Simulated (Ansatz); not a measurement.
L1₀ (CuAu-type) FePt was calculated with rVV10 (Ansatz, a first-principles code, plane waves, PAW).

Run with plane-wave cutoff 520 eV, 20×20×16 k mesh (along the axes of the cell as run), Fermi–Dirac smearing 0.05 eV, spin-polarised with parallel moments, scalar-relativistic PAW data made under PBE.

Shape and atoms are relaxed at each volume.

Pressure at four volumes; x = ln(V/14.314 Å³). One pressure is withheld.

```json
[
 {"V (Å³/atom)": "13.741", "x": "-0.0409", "P (GPa)": "8.85"},
 {"V (Å³/atom)": "14.314", "x": "0.0000", "P (GPa)": "0.00"},
 {"V (Å³/atom)": "14.600", "x": "0.0198", "P (GPa)": "-3.68"},
 {"V (Å³/atom)": "14.886", "x": "0.0392", "P (GPa)": "?"}
]
```

Question: Pass a parabola P(x) through the three rows shown, estimate the bulk modulus and its pressure derivative near zero pressure, and predict the withheld pressure.

Answer: Slopes between the rows: (0.00 − (8.85))/(0.0000 − (-0.0409)) = -216.38 and (-3.68 − (0.00))/(0.0198 − (0.0000)) = -185.86 GPa. Their difference over the span 0.0607 is c = 30.52/0.0607 = 502.8 GPa, so P(x) = 8.85 + (-216.38)(x − (-0.0409)) + 502.8 (x − (-0.0409))(x − (0.0000)). At the middle row B = −dP/dx = −[-216.38 + 502.8 × 0.0409] = 195.8 GPa, and B′ = dB/dP = 2c/B = 5.1. At x = 0.0392 the parabola gives -6.90 GPa; the run gives -6.96 GPa. The Birch–Murnaghan fit to the energies at all volumes has B0 = 196 GPa and B′ = 5.0.

Measured, for comparison: bulk modulus 208 GPa (room temperature, no zero-point or thermal correction; as tabulated in First-principles calculations on Fe-Pt nanoclusters of various morphologies). Computed (rounded) less measured: bulk modulus -6 %.

Note: the bulk modulus comes from volumes at which shape and atoms were relaxed.

Spin–orbit coupling is not included.
